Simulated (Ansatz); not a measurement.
Ge2Sb2Te5 (model structure, started from the Ge2Sb2Te5-Kooi type, P-3m1, No. 164, 9 atoms in the cell) was calculated with r²SCAN in Ansatz (PAW).

Settings: plane-wave cutoff 560 eV, 12×12×2 k mesh (along the axes of the cell as run), Fermi–Dirac smearing 0.01 eV, scalar-relativistic PAW data made under PBE.

Cell (relaxed at this level):

Space group P-3m1 (No. 164); a = b = 4.269 Å, c = 17.577 Å, α = β = 90.00°, γ = 120.00°

| atom | site | symmetry | x | y | z |
|---|---|---|---|---|---|
| Te | 1a | -3m. | 0.0000 | 0.0000 | 0.0000 |
| Ge | 2d | 3m. | 0.6667 | 0.3333 | 0.0979 |
| Te | 2d | 3m. | 0.3333 | 0.6667 | 0.1935 |
| Sb | 2c | 3m. | 0.0000 | 0.0000 | 0.3089 |
| Te | 2d | 3m. | 0.6667 | 0.3333 | 0.4057 |

Task: What does this level give for the band gap?

Result: 
* **band gap**: 0.54 eV (on the SCF k mesh)

Note: the relaxation could raise the start's symmetry but not lower it, so the cell can be a saddle point; the cell has widely spaced layers and the level no dispersion term, so their spacing and the moduli can rest on weak binding.

Spin–orbit coupling is not included; with these elements it can move the gap by several tenths of an eV or more.

It cost about 16 core-minutes (a rough figure) of CPU time.

A model structure was made by putting elements into a prototype or built by hand; it is no filed structure, need not be a known phase, and can be a saddle point held by its symmetry.

Ansatz is a quantum-chemistry and plane-wave program.
